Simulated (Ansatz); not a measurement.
Consider Pb in the fcc (Cu type) structure (space group Fm-3m, No. 225; a = 4.9341 Å; relaxed with 0.1 eV smearing). Axes: x, y, z lie along the cube axes.

Level of theory: PBEsol/PAW in Ansatz (a quantum-chemistry and plane-wave program), no spin-orbit coupling.

Before the change:

The shortest interatomic distance comes out as 6.593 bohr.

It is then changed as follows: biaxial strain +1.50 %, plane normal [001], relaxed out of plane (Cartesian); in-plane vectors clamped, the third vector and the atoms free.

Task: How does this affect the energy relative to the base, in-plane stress and shortest interatomic distance?

Result: The energy increases by 1.4 meV/atom; the mean in-plane stress (compression positive) amounts to -0.5 GPa; the shortest interatomic distance falls by 0.0235 bohr to 6.570 bohr.

Stability against distortions was not tested.
